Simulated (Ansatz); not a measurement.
SiO2 (P4₁2₁2, No. 92), treated with LDA in Ansatz (plane waves, PAW).

Settings: plane-wave cutoff 520 eV, 8×8×6 k mesh (along the axes of the cell as run), Fermi–Dirac smearing 0.01 eV, scalar-relativistic PAW data made under PBE.

Cell (measured lattice):

```xyz
12
Lattice="4.9570 0.0000 0.0000 0.0000 4.9570 0.0000 0.0000 0.0000 6.8903" Properties=species:S:1:pos:R:3 pbc="T T T"
Si     1.5104     1.5104     0.0000
Si     3.9889     0.9681     5.1677
Si     0.9681     3.9889     1.7226
Si     3.4466     3.4466     3.4451
O      1.1803     0.5497     1.2582
O      3.6588     1.9288     3.9096
O      1.2982     3.0282     0.4644
O      3.7767     4.4073     4.7033
O      4.4073     3.7767     2.1870
O      1.9288     3.6588     2.9807
O      3.0282     1.2982     6.4259
O      0.5497     1.1803     5.6321
```

Q: Estimate the band gap that the calculation returns.

A: 
band gap: 5.52 eV (direct)

Note: cell and atoms aren't relaxed at this level (largest force component 0.31 eV/Å, pressure -0.4 GPa).

Static lattice: no zero-point or thermal effects.

Computing time: around 90 core-seconds (rough).

Ansatz is a program for electronic structure.
